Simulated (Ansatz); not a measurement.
Consider Al₂O₃ in the corundum structure (space group R-3c, No. 167; a = 4.774 Å, c = 13.015 Å (hexagonal axes)).

Computed with PBEsol/PAW in Ansatz (a first-principles code), no spin-orbit coupling.

For the base:

| Property | Result |
|---|---|
| Valence-band top at Γ | 0.00, -0.04, -0.04 eV |
| Electron mass | 0.40 mₑ along c, 0.37 mₑ across (at Γ) |

It is then changed as follows: a hydrostatic pressure of 15 GPa.

Task: What does the calculation give for the valence-band top at Γ after the change?

Result: The valence-band top at Γ (three highest levels, from the VBM) changes from 0.00, -0.04, -0.04 eV to 0.00, -0.08, -0.08 eV.

Task: What does the calculation give for the electron mass after the change?

Result: The electron mass changes from 0.40 mₑ along c, 0.37 mₑ across (at Γ) to 0.43 mₑ along c, 0.39 mₑ across (at Γ).

Task: Predict the new mean gap deformation potential ΔEg/Δln V.

Result: The mean gap deformation potential ΔEg/Δln V comes out as -12.1 eV.

Load acts through the strain it causes; cell and atoms are relaxed under it. Effective masses come from finite differences of ±0.01 Å⁻¹. Whether these cells are dynamically stable was not tested. No other phases were tried under pressure.
